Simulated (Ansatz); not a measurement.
The starting structures come from a database of crystals and need not be the phases stable at ambient conditions.

Given:

```yaml
crystal:
  lattice:
    - [5.84106, 0.00000, 0.00000]
    - [0.00000, 5.84106, 0.00000]
    - [2.92053, -2.92053, 4.13025]
  atoms:
    - { symbol: Ba, position: [0.25000, 0.25000, 0.50000] }
    - { symbol: Ba, position: [0.75000, 0.75000, 0.50000] }
    - { symbol: Zn, position: [0.50000, 0.50000, 0.00000] }
    - { symbol: W, position: [0.00000, 0.00000, 0.00000] }
    - { symbol: O, position: [0.23766, 0.76234, 0.00000] }
    - { symbol: O, position: [0.76234, 0.23766, 0.00000] }
    - { symbol: O, position: [0.23766, 0.23766, 0.00000] }
    - { symbol: O, position: [0.76234, 0.76234, 0.00000] }
    - { symbol: O, position: [0.23766, 0.76234, 0.52468] }
    - { symbol: O, position: [0.76234, 0.23766, 0.47532] }
```

Space group of this cell: Fm-3m. The cell is taken as given; by r2SCAN its mean pressure is -8.1 GPa.

Transport runs along the normal of the first two printed cell vectors, the (001) plane of the conventional cell.

The gap is the functional's own. No spin-orbit coupling. Mid-gap values are interpolated on the energy grid.

**Question.** Compute, with r2SCAN run with Ansatz (a quantum-chemistry and plane-wave program), the band gap and the smallest decay constant κ at mid-gap.

**Answer.** Gap 3.25 eV on a 8×8×8 mesh; κ = 0.371 1/Å, at (0.500, 0.000) of the in-plane reciprocal vectors. At the zone centre, at the nearest computed energy, the slowest state has κ = 0.45 1/Å.
